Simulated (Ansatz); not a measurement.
The reference is CaO in the rock salt structure (space group Fm-3m, No. 225; a = 4.767 Å).

Modification: cell and atoms relaxed at a pressure of 0.3 GPa.

Levels (all Ansatz, an electronic-structure program, PAW): PBEsol (420 eV, no spin-orbit coupling); HSE06 (420 eV, spin-orbit coupling left out).

The geometry is relaxed with PBEsol.

| Quantity | Result |
|---|---|
| PBEsol lowest conduction level above the VBM at special points | X 3.54 eV; Γ 4.80 eV; U 5.12 eV |

Question: How does going to HSE06 change the lowest conduction level above the VBM at special points?

Answer: The lowest conduction level above the VBM at special points changes from X 3.54 eV; Γ 4.80 eV; U 5.12 eV to X 5.31 eV; Γ 6.49 eV; U 6.96 eV.

Single points use the geometry relaxed with PBEsol. HSE06 was sampled on its mesh, a few special points and the semilocal edge points, so its gap is an upper bound. The levels and masses belong to the bands next to the band gap. Load acts through the strain it causes; cell and atoms are relaxed under it. Stability against distortions was not tested. The base started in Cmce and relaxed to Fm-3m at this level.
